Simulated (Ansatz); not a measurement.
A self-consistent single point of TlCuI₃ (P6_3/mmc, 10 atoms in the cell) with Ansatz (a program for electronic structure).

Method: PBE (plane waves, PAW; Ansatz).

```yaml
crystal:
  lattice:
    - [7.86317, 0.00000, 0.00000]
    - [-3.93158, 6.80970, 0.00000]
    - [0.00000, 0.00000, 6.71791]
  atoms:
    - { symbol: Tl, position: [0.33333, 0.66667, 0.75000] }
    - { symbol: Tl, position: [0.66667, 0.33333, 0.25000] }
    - { symbol: Cu, position: [0.00000, 0.00000, 0.00000] }
    - { symbol: Cu, position: [0.00000, 0.00000, 0.50000] }
    - { symbol: I, position: [0.14620, 0.29240, 0.25000] }
    - { symbol: I, position: [0.70760, 0.85380, 0.25000] }
    - { symbol: I, position: [0.14620, 0.85380, 0.25000] }
    - { symbol: I, position: [0.85380, 0.70760, 0.75000] }
    - { symbol: I, position: [0.29240, 0.14620, 0.75000] }
    - { symbol: I, position: [0.85380, 0.14620, 0.75000] }
```

Reference input (self-consistent single point, DFT, PBE, plane waves, default PAW files): kpoints.mp_grid.grid = 3 3 3; hamiltonian.xc = pbe; hamiltonian.pseudopotentials = {kind: paw} (the program's default PAW files); scf.occupations.method = gaussian; scf.occupations.width = 0.136 eV. This run's input differs from it in these lines:

Ansatz 0.2 input:
```diff
@@ -18,3 +18,3 @@
 kpoints:
-  mp_grid: { grid: [3, 3, 3] }
+  mp_grid: { grid: [4, 4, 4] }
 hamiltonian:
@@ -23,3 +23,3 @@
 scf:
-  occupations: { method: gaussian, width: 0.136 }
+  occupations: { method: gaussian, width: 0.03 }
 output:
```

Output, abridged:

```
SCF iter   1: F=—  HF=-81217.028034 eV  |F-HF|=—  |Δ(HF+E_count)|=         —  Δρ=3.17e-3  dr2=4.77e-2  ethr=1.77e-3  ⟨swp⟩=7.6  Hψ=5182  notcnv=0  defer=66
all-band conjugate gradients solve this SCF's bands
preconditioner: auto → LDOS
SCF iter   2: F=—  HF=-81217.020374 eV  |F-HF|=—  |Δ(HF+E_count)|=   7.66e-3  Δρ=1.71e-3  dr2=2.08e-2  ethr=2.87e-5  ⟨swp⟩=2.8  Hψ=2454  notcnv=0  defer=112
   [... lines left out ...]
SCF iter   7: F=—  HF=-81217.015894 eV  |F-HF|=—  |Δ(HF+E_count)|=   8.11e-5  Δρ=2.03e-4  dr2=1.46e-4  ethr=4.32e-7  ⟨swp⟩=2.0  Hψ=1196  notcnv=0  defer=112
SCF iter   8: F=—  HF=-81217.015904 eV  |F-HF|=—  |Δ(HF+E_count)|=   1.03e-5  Δρ=5.91e-5  dr2=9.40e-6  ethr=8.78e-8  ⟨swp⟩=2.0  Hψ=1318  notcnv=0  defer=112
SCF iter   9: F=—  HF=-81217.015976 eV  |F-HF|=—  |Δ(HF+E_count)|=   7.16e-5  Δρ=8.55e-6  dr2=1.98e-7  ethr=5.66e-9  ⟨swp⟩=2.0  Hψ=1393  notcnv=0  defer=112
SCF iter  10: F=-81217.015976 eV  HF=-81217.015976 eV  |F-HF|=9.66e-9  |Δ(HF+E_count)|=   4.95e-7  Δρ=1.68e-6  dr2=1.01e-8  ethr=6.02e-11  ⟨swp⟩=15.2  Hψ=6498  notcnv=0
SCF 1 converged in 10 iterations: F = -81217.015976 eV  dr2 = 1.01e-8
Free energy (F): -81217.015976 eV
Internal energy: -81217.010860 eV  (E = F + TS)
E sigma→0 (E₀):  -81217.013418 eV
Entropy (-TS):   -0.005116 eV (-0.512 meV/atom)
Fermi energy:    6.317144 eV
--- Forces (eV/Å), atoms counted from 1 ---
  atom   1  Tl     0.00000000    -0.00000000     0.00000000
  atom   2  Tl    -0.00000000     0.00000000    -0.00000000
  atom   3  Cu     0.00000000    -0.00000000     0.00000000
  atom   4  Cu     0.00000000    -0.00000000    -0.00000000
  atom   5  I      0.00000008     2.04721919    -0.00000000
  atom   6  I     -1.77294386    -1.02360953     0.00000000
  atom   7  I      1.77294379    -1.02360966     0.00000000
  atom   8  I     -0.00000008    -2.04721919     0.00000000
  atom   9  I      1.77294386     1.02360953    -0.00000000
  atom  10  I     -1.77294379     1.02360966    -0.00000000
--- Stress (GPa, compression-positive) ---
        3.803974       0.000000      -0.000000
        0.000000       3.803974      -0.000000
       -0.000000      -0.000000       4.926238
  P = ⅓ Tr σ = 4.1781 GPa (41.781 kbar)
  The stress holds the Pulay correction. Without it, at fixed plane waves, as pw.x and ABINIT print it: P = 4.1505 GPa
```

The run converged in 10 iterations. Against the reference run the free energy goes up by 7.1 meV/atom, the pressure moves little (4.16 to 4.18 GPa) and the largest force goes from 2.083 to 2.047 eV/Å.

The starting cell was generated: these elements placed on a structure prototype, without a prior relaxation; it need not be a known phase or ordering of this composition. Its lattice was rescaled by a random factor within 2.5 % of one. Spin-orbit coupling is off. Spin polarisation is off. With a pressure of about 4 GPa the cell is away from its equilibrium volume at this level. Forces in this geometry exceed 1 eV/Å. Ansatz's pressure includes its estimate of the finite-basis (Pulay) stress. The run gives no clean gap (levels at the Fermi energy touch, overlap or are partly filled at this smearing), which alone does not show that the compound is a metal.
